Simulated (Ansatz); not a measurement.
Relaxation of the outer planes of the (11-22) surface of hcp Re in its 1x1 cell, outermost plane spacing 1.18 Å in the ideal cut.

All values below come from PBE (plane waves to 420 eV, PAW; Ansatz, an electronic-structure program).

Slab: 20 atoms, 10.6 Å thick at the start; k 8x7x1, smearing 0.1 eV, dipole-corrected; all atoms relaxed; symmetry of the start imposed; no spin, no spin-orbit, no U.

```tsv
plane	atoms	bulk spacing to the next (Å)	relaxed spacing (Å)	change (%)	rumpling (Å)
1	2 Re	1.180	…	…	0.00
2	2 Re	1.180	1.234	4.6	0.00
```

### Question
Fill in the missing entries.

### Answer

- 1, relaxed spacing (Å): 0.946
- 1, change (%): -19.8
